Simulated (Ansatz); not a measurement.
The parent structure is TiC in the rock salt structure (space group Fm-3m, No. 225; a = 4.333 Å).

Method: Ansatz (a quantum-chemistry and plane-wave program), PBE, PAW, cutoff 420 eV, no spin-orbit coupling, earlier PAW set.

Base values:

```
Quantity               Value
-------------------  -------
Lattice parameter a  4.333 Å
```

One thing is altered: Zn takes the place of Ti on all its sites; the structure is relaxed again.

Tabulated Pauling electronegativity and covalent radius: Ti 1.54, 1.60 Å; Zn 1.65, 1.22 Å.

**Question.** Estimate the effect on the lattice parameter a.

**Answer.** The lattice parameter a increases by 0.0566 Å to 4.389 Å.

Stability against distortions was not tested. As relaxed here, ZnC is a hypothetical phase, not in the database extracts checked. The final runs are not spin-polarised.
